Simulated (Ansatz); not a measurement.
Where the default PAW files enter, the runs use the earlier of Ansatz's two default sets.

By PBEsol, the system below comes out a metal.

The ballistic (Sharvin) conductance counts the channels at the Fermi level: G/A = (e²/h) × channels of both spins per area.

Data:

```
CELL_PARAMETERS angstrom
      3.21134     0.00000     0.00000
      0.00000     4.54152     0.00000
      1.60567     2.27076     1.60567
ATOMIC_POSITIONS crystal
  Nb 0.00000 0.50000 0.00000
  N  0.00000 0.00000 0.00000
```

Space group of this cell: Fm-3m, rock salt. The cell is strained (all lengths scaled by 1.02); by PBEsol its mean pressure is -28.5 GPa.

The current flows along the normal of the first two printed cell vectors, the (110) plane of the conventional cell. No spin-orbit coupling; the value is a mean over 0.1 eV about the Fermi level.

### Question
Give the ballistic conductance per area that PBEsol run with Ansatz (a quantum-chemistry and plane-wave program) yields.

### Answer
1.5 × 10¹⁵ S/m² for both spins.
